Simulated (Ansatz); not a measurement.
Convergence study of the k-point mesh at a smearing width of 0.05 eV for MgAl₂Ge₂ (P3m1, 5 atoms in the cell)

```xyz
5
Lattice="4.1058 0.0000 0.0000 -2.0529 3.5558 0.0000 0.0000 0.0000 6.7744" Properties=species:S:1:pos:R:3 pbc="T T T"
Mg     0.0000     0.0000     0.0500
Al     2.0529     1.1853     2.4902
Al     0.0000     2.3705     4.2842
Ge     2.0529     1.1853     5.1279
Ge     0.0000     2.3705     1.6465
```

Level of theory: PBEsol, default PAW files made with PBE (plane waves; Ansatz, a quantum-chemistry and plane-wave program).

Base settings: basis.ecutwfc = 30.9 Ry; kpoints.mp_grid.grid = 9 9 5; hamiltonian.xc = pbesol; hamiltonian.pseudopotentials = {kind: paw} (the program's default PAW files); scf.occupations.method = fermi_dirac; scf.occupations.width = 0.0073 Ry.

In this ladder: scf.occupations.width = 0.0037 Ry.

The second cell is the first with its lattice scaled by 0.98.

Only quantities that move along the ladder and can be compared are tabulated.

The count of work is k-points × plane waves × bands × iterations; it is no time. 

The starting cell comes from a database of computed structures (which also holds hypothetical and non-ambient phases and stackings), without a prior relaxation at this level. Its lattice was rescaled by up to half a per cent. One atom was moved a little off its site on purpose. Ansatz's pressure includes its estimate of the finite-basis (Pulay) stress.

Steps (kpoints.mp_grid.grid): 3 3 2; 4 4 2; 5 5 3; 6 6 3; 7 7 4; 8 8 5; 10 10 6; 12 12 7; 15 15 8; 18 18 10.

What is the coarsest kpoints.mp_grid.grid that holds the pressure within 0.05 GPa of the last step, with all finer ones?

8 8 5, at 0.12 of the last step's count of work; the step before is off by 0.10 GPa.

What is the coarsest kpoints.mp_grid.grid that holds the energy of the compressed cell less the first within 0.2 meV/atom of the last step, with all finer ones?

8 8 5, at 0.12 of the last step's count of work; the step before is off by 0.67 meV/atom.

What is the coarsest kpoints.mp_grid.grid that holds the free energy within 2 meV/atom of the last step, with all finer ones?

7 7 4, at 0.085 of the last step's count of work; the step before is off by 7.7 meV/atom.

| kpoints.mp_grid.grid | free energy less the last step's (meV/atom) | energy of the compressed cell less the first (meV/atom) | pressure (GPa) | largest difference of a force vector from the last step's (eV/Å) | count of work / last |
|---|---|---|---|---|---|
| 3 3 2 | 136.97 | 11.40 | -0.64 | 0.182 | 0.014 |
| 4 4 2 | 45.38 | 11.76 | -0.60 | 0.088 | 0.019 |
| 5 5 3 | 22.33 | 13.89 | -0.15 | 0.023 | 0.032 |
| 6 6 3 | 7.72 | 13.35 | -0.26 | 0.037 | 0.052 |
| 7 7 4 | 1.10 | 12.11 | -0.53 | 0.012 | 0.085 |
| 8 8 5 | -0.24 | 12.96 | -0.40 | 0.018 | 0.12 |
| 10 10 6 | -1.03 | 12.84 | -0.42 | 0.011 | 0.22 |
| 12 12 7 | -0.57 | 12.76 | -0.43 | 0.004 | 0.34 |
| 15 15 8 | -0.21 | 12.79 | -0.43 | 0.002 | 0.58 |
| 18 18 10 | 0.00 | 12.78 | -0.43 | 0.000 | 1.0 |

The energy difference between the two cells stays within 1 meV/atom of the last step's from 6 6 3 on, the total only from 12 12 7 on: much of the error is common to both cells and cancels.

Keys are those of Ansatz 0.2.
